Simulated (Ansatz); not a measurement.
## A computed series for WS2: point defects

Take a 12-atom supercell of WS₂ in the 2H-MoS2 type structure (space group P6_3/mmc, No. 194; layered, stacked along the Cartesian z axis) at its relaxed geometry as the base.

```yaml
crystal:
  lattice:
    - [4.73113, -2.73152, 0.00000]
    - [1.57704, 2.73152, 0.00000]
    - [0.00000, 0.00000, 12.13731]
  atoms:
    - { symbol: W, position: [0.83333, 0.50000, 0.25000] }
    - { symbol: W, position: [0.33333, 0.00000, 0.25000] }
    - { symbol: W, position: [0.16667, 0.50000, 0.75000] }
    - { symbol: W, position: [0.66667, 0.00000, 0.75000] }
    - { symbol: S, position: [0.83333, 0.50000, 0.62026] }
    - { symbol: S, position: [0.33333, 0.00000, 0.62026] }
    - { symbol: S, position: [0.16667, 0.50000, 0.12026] }
    - { symbol: S, position: [0.66667, 0.00000, 0.12026] }
    - { symbol: S, position: [0.16667, 0.50000, 0.37974] }
    - { symbol: S, position: [0.66667, 0.00000, 0.37974] }
    - { symbol: S, position: [0.83333, 0.50000, 0.87974] }
    - { symbol: S, position: [0.33333, 0.00000, 0.87974] }
```

One neutral defect a cell, atoms relaxed at fixed cell.

Levels (all Ansatz, a program for electronic structure, PAW): PBE-D3(BJ) (420 eV, no SOC); PBEsol-D3(BJ) (420 eV, no spin-orbit coupling).

The base cell above is that of PBE-D3(BJ); each level relaxes its own structures.

```json
[
 {"case": "Se on a S site", "pressure, PBE-D3(BJ)": "1.2 GPa", "pressure, PBEsol-D3(BJ)": "1.4 GPa"},
 {"case": "Pb on a S site", "pressure, PBE-D3(BJ)": "2.9 GPa", "pressure, PBEsol-D3(BJ)": "3.9 GPa"},
 {"case": "Re on a W site", "pressure, PBE-D3(BJ)": "-0.4 GPa", "pressure, PBEsol-D3(BJ)": "-0.9 GPa"}
]
```

The two levels differ by at most about 1.0 GPa. They put the cases in the same order.

Other magnetic orders, which the real material may have, were not ruled out. The cell is small, so the values are those of an ordered compound at a high defect concentration; dilute-limit values will differ. The mesh was chosen for an insulator and is coarse for the gapless case. Starting moments died away, wholly or in part, for Se on a S site, Pb on a S site and Re on a W site; another magnetic solution may exist.
